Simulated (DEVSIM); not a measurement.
Structure: InP/In0.53Ga0.47As p-n heterojunction, at 300 K.

```tsv
layer (left to right)	material	thickness (μm)	Nd (cm⁻³)	Na (cm⁻³)	τn (s)	τp (s)
1	InP	0.720	-	1.3e17	6.2e-10	6.2e-10
2	In0.53Ga0.47As	0.230	2.9e16	-	6.2e-10	6.2e-10
```

Left contact: ohmic. Right contact: ohmic. Voltage is applied to the left contact. Recombination: SRH at mid-gap, Auger. Mobility is μmin + (μ − μmin)/(1 + (N/Nref)^α).

This is a model device: material constants are rounded textbook-type values typed into the input, and sizes, dopings and lifetimes were drawn at random. Values at 300 K.

```
parameter         InP  In0.53Ga0.47As
-------------  ------  --------------
gap (eV)        1.344            0.74
affinity (eV)    4.38            4.51
permittivity     12.5            13.9
Nc (cm⁻³)      5.7e17          2.1e17
Nv (cm⁻³)      1.1e19          7.7e18
μn (cm²/Vs)      5200           12000
μp (cm²/Vs)       170             300
μn,min            400             300
μp,min             10              10
Nref,n           3e17          1.3e17
Nref,p         4.9e17          4.9e17
αn               0.47            0.48
αp               0.62             0.4
Cn (cm⁶/s)      9e-31           5e-29
Cp (cm⁶/s)      9e-31           5e-29
```

DEVSIM, 1D drift-diffusion, Boltzmann statistics, complete ionisation; no tunnelling, impact ionisation, image-force lowering or self-heating. Band offsets follow the typed affinities; no thermionic-emission limit at abrupt steps, no polarisation charge.

The doping Na of layer 1 was swept, all else fixed.

```csv
doping Na of layer 1 (cm^-3),dark forward voltage at 1 A/cm² (V),potential step across the device at zero bias (V),dark forward voltage at 100 A/cm² (V),largest field in the device at zero bias (V/cm)
3.9e15,0.734,0.957,0.939,30000
1.3e16,?,0.989,?,?
3.9e16,0.501,1.017,0.780,71000
1.3e17,0.427,1.048,0.703,120000
3.9e17,0.384,1.076,0.652,210000
1.3e18,0.355,1.108,0.605,370000
3.9e18,0.342,1.136,0.567,640000
```

Problem. Fill in the missing entries.

Solution. 
- 1.3e16, dark forward voltage at 1 A/cm² (V): 0.647
- 1.3e16, dark forward voltage at 100 A/cm² (V): 0.869
- 1.3e16, largest field in the device at zero bias (V/cm): 50000
